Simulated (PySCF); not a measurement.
PySCF 2.14.0, MP2 (frozen core)/def2-svp: CN1[Si@H](N)C[Si@@H]1N, 18 atoms. The geometry is a generated start, not checked to be a minimum at this level.

| Property | Result |
|---|---|
| task | mp2 |
| basis | def2-svp |
| two-electron scheme | exact four-centre integrals |
| frozen core | true |
| mf.init_guess | minao (default) |
| mf.DIIS | CDIIS (default) |
| mf.diis_space | 8 (default) |
| mf.conv_tol | 1e-09 (default) |
| basis functions (reference run) | 161 |

On 4 threads, 1 BLAS thread. Build: conda-forge: OpenMP (GNU), OpenBLAS with its own threads, libcint, Libxc. One run each, on a shared machine, so no times are given.

Values of mol.max_memory tried: 8000 MB, 4000 MB, 2000 MB, 1000 MB, 500 MB, 300 MB, 200 MB.

Which of these memory settings still run, and by which path?

It runs down to 200 MB, the lowest tried, with the same result. At 8000 MB: SCF integrals in memory, transformation in memory. From 1000 MB down: SCF integrals in memory, transformation through a file. From 500 MB down: direct SCF, transformation through a file.

```
mol.max_memory                                                    path  peak memory
--------------  ------------------------------------------------------  -----------
8000 MB              SCF integrals in memory, transformation in memory      1.1 GiB
4000 MB              SCF integrals in memory, transformation in memory      1.1 GiB
2000 MB              SCF integrals in memory, transformation in memory      1.1 GiB
1000 MB         SCF integrals in memory, transformation through a file      1.4 GiB
500 MB                       direct SCF, transformation through a file     0.73 GiB
300 MB                       direct SCF, transformation through a file     0.73 GiB
200 MB                       direct SCF, transformation through a file     0.74 GiB
```

Peak memory is the kernel's count for the largest process, libraries included and scratch files not. The peak passes the setting at 1000 MB, 500 MB, 300 MB, 200 MB: it is no hard cap. MP2's transformation through a file may take 2000 MB even at lower settings.
